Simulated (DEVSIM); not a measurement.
System: Mo/SiO2/p-Ge capacitor, at 300 K.

Layer 1 from the left is SiO2, thickness (nm) 6.20. Layer 2 from the left is Ge, thickness (nm) 7200, Na (cm⁻³) 6.8e15.

Metal gate on the left, work function 4.6 eV. Fixed charge at the semiconductor interface 1.2e10 cm⁻² (in units of +e); no interface traps.

The device is made up for the run: typed textbook-type constants, with dimensions and the other settings drawn at random. Values at 300 K.

SiO2: gap (eV) 9, affinity (eV) 0.9, permittivity 3.9. Ge: gap (eV) 0.664, affinity (eV) 4, permittivity 16, Nc (cm⁻³) 1.04e19, Nv (cm⁻³) 6e18.

Question: Estimate by hand the flat-band voltage, the threshold voltage, and compare with a numerical solution.

Answer: 
- Flat-band voltage: C = 0.557 μF/cm², work-function difference 0.111 V; VFB = φms − qNf/C = 0.11 V; numerical 0.11 V.
- Threshold voltage: φF = 0.150 V, depletion charge √(4εqNφF) = 3.04e-8 C/cm²; VT = VFB + 2φF + Qd/C = 0.46 V; numerical 0.46 V.

Simulated with DEVSIM: 1D Poisson equation in equilibrium, Boltzmann statistics, complete ionisation; no quantum confinement or tunnelling. Metal contacts follow the ideal Schottky-Mott rule: no Fermi-level pinning, no interface dipoles.
